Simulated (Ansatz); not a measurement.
Start from BaS in the rock salt structure (space group Fm-3m, No. 225; a = 6.429 Å).

Level of theory: PBE (Ansatz, an electronic-structure program), no spin-orbit coupling.

One change was made to it. Results:

The lattice parameter a decreases by 0.0155 Å (6.429 Å → 6.413 Å); the band gap shrinks by 0.01 eV (2.23 eV → 2.22 eV); the electron mass remains 1.3 mₑ along k, 0.34 mₑ across (at X).

**Question.** Which of these changes matches the shifts?
A. pressure 7.5 GPa
B. pressure 3 GPa
C. pressure 1.5 GPa
D. pressure 0.3 GPa

**Answer.** D, pressure 0.3 GPa. For comparison, the electron mass in the other runs: pressure 1.5 GPa gives 1.3 mₑ along k, 0.33 mₑ across (at X); pressure 3 GPa gives 1.3 mₑ along k, 0.32 mₑ across (at X); pressure 7.5 GPa gives 1.3 mₑ along k, 0.31 mₑ across (at X).

Load acts through the strain it causes; cell and atoms are relaxed under it. Masses are band curvatures over ±0.01 Å⁻¹ around the edge. Along k means along the line from Γ to the band edge. Stability against distortions was not tested. No other phases were tried under pressure.
